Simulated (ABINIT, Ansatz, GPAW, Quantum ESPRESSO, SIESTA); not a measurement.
# Code comparison for TaAl3 (I4/mmm, 4 atoms in the cell)

Self-consistent single point, at a second geometry (lattice scaled by 0.98). First geometry:

```
TaAl3
1.0
   -1.91710     1.91710     4.25129
    1.91710    -1.91710     4.25129
    1.91710     1.91710    -4.25129
Ta Al
1 3
Direct
  0.00000   0.00000   0.00000
  0.50000   0.50000   0.00000
  0.75000   0.25000   0.50000
  0.25000   0.75000   0.50000
```

Shared settings, as Ansatz (an electronic-structure program) writes them: kpoints.mp_grid.grid = 11 11 11; scf.occupations.method = gaussian; scf.occupations.width = 0.0073 Ry. Potentials and cutoffs stand in the table.

```tsv
code	model	ΔF from the first geometry (meV/atom)	pressure (GPa)	cutoff
SIESTA	GGA PBEsol, numerical atomic orbitals TZP, PseudoDojo PBEsol standard norm-conserving potentials (rewritten from UPF to PSML)	21.1	8.62	grid 400 Ry
GPAW	PBEsol, GPAW PAW datasets PBEsol (made by gpaw-setup)	26.1	9.54	600 eV
Ansatz	PBEsol, default PAW files made with PBE	23.4	8.94	30.9 Ry
ABINIT	PBEsol, PAW (JTH v2.0 PBE PAW, files made for PBE)	25.7	9.27	42 Ry
Quantum ESPRESSO	PBEsol, PSlibrary ultrasoft (PBE) pseudopotentials	25.7	9.36	50 Ry
```

On Ansatz's run: spin-orbit coupling is off. Spin polarisation is off.

The spread over the programs that give each value: ΔF from the first geometry within 5.0 meV/atom; pressure within 0.92 GPa.

SIESTA uses small atom-centred bases, whose incompleteness enters pressures, forces and empty levels differently from a plane-wave cutoff. Ansatz's pressure is given at a fixed set of plane waves, as the other plane-wave codes print theirs; with its correction for the finite basis it is 9.01 GPa.

The starting cell comes from a database of computed structures (which also holds hypothetical and non-ambient phases and stackings), without a prior relaxation at this level. For this run, on top of that: lattice scaled by 0.98.

Left out of this page: Elk and FLEUR (not drawn, or without a comparable value).

Keys are those of Ansatz 0.2.
